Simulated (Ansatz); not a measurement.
## CaSi2, pressure series

Base system: CaSi₂ (space group R-3m, No. 166; a = 3.851 Å, c = 29.809 Å (hexagonal axes); a cell from a computed database, its experimental status unchecked).

Cell and atoms are relaxed at each pressure.

Method: PBEsol (Ansatz, a first-principles code), scalar-relativistic without spin-orbit coupling.

```json
[
 {"pressure (GPa)": "-2", "volume per atom (Å³/atom)": "21.996"},
 {"pressure (GPa)": "-1", "volume per atom (Å³/atom)": "?"},
 {"pressure (GPa)": "0", "volume per atom (Å³/atom)": "21.272"},
 {"pressure (GPa)": "0.3", "volume per atom (Å³/atom)": "21.179"},
 {"pressure (GPa)": "0.7", "volume per atom (Å³/atom)": "21.046"},
 {"pressure (GPa)": "3", "volume per atom (Å³/atom)": "20.376"},
 {"pressure (GPa)": "5", "volume per atom (Å³/atom)": "19.868"},
 {"pressure (GPa)": "7.5", "volume per atom (Å³/atom)": "19.308"},
 {"pressure (GPa)": "10", "volume per atom (Å³/atom)": "18.814"}
]
```

Q: Fit the third-order Birch–Murnaghan form P(V) = (3B₀/2)[(V₀/V)^(7/3) − (V₀/V)^(5/3)]·[1 + (3/4)(B₀′ − 4)((V₀/V)^(2/3) − 1)] (squares taken in P) to the rows shown and predict the withheld row.

A: Least squares on the printed values gives V₀ = 21.274 Å³/atom, B₀ = 64.0 GPa, B₀′ = 3.9; this predicts 21.620 Å³/atom, and the run gives 21.620 Å³/atom, in agreement.

Load acts through the strain it causes; cell and atoms are relaxed under it. Whether these cells are dynamically stable was not tested. Competing high-pressure phases were not computed. The final runs are not spin-polarised.
